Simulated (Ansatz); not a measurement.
BAs: strain along the normal

BAs (zinc blende, F-43m, 13.685 Å³/atom at rest) under an equal strain ε in the (001) plane with the normal axis free, as in a coherent film. r2SCAN in Ansatz, a plane-wave DFT program (PAW, default set), 500 eV, 12×12×12 Γ-centred mesh, Fermi-Dirac smearing 0.05 eV; ions are relaxed within the symmetry of each cell.

Here s stands for strain and y for normal strain.

```csv
strain (%),normal strain (%)
-1.50,0.69
-1.00,0.46
-0.50,0.23
0.00,0.00
0.50,-0.23
1.00,-0.46
1.50,-0.69
3.00,?
```

Q: Fit y against s with a straight line, and predict the withheld value at s = 3.00.

A: Means: s 0, y 0.000. About the means, the sum of products is -3.2200 and the sum of squares of s is 7.0000; the slope is their ratio. Least squares gives y = 0.000 - 0.4600·s. Residuals (row less fit): 0.000, 0.000, 0.000, 0.000, 0.000, 0.000, 0.000; standard error 0.000 (degrees of freedom: 5). The slope, -0.46 ± 0.00, is the elastic response of the normal axis, −2C12/C11 for this plane. At the withheld row, y = 0.000 - 0.4600 × 3.0 = -1.380%. The calculation gives -1.39%, 0.010% below the prediction (0.5 % of the range of y in the table). The row lies outside the fitted rows, so this is an extrapolation. The fitted rows scatter only by rounding.

Rows are the converged runs of the series near zero and its far end; series whose fitted rows scatter by over a few per cent of the range, as at a crossing or softening among them, aren't shown in this form. Most that stay on the fit to the last digits aren't either.
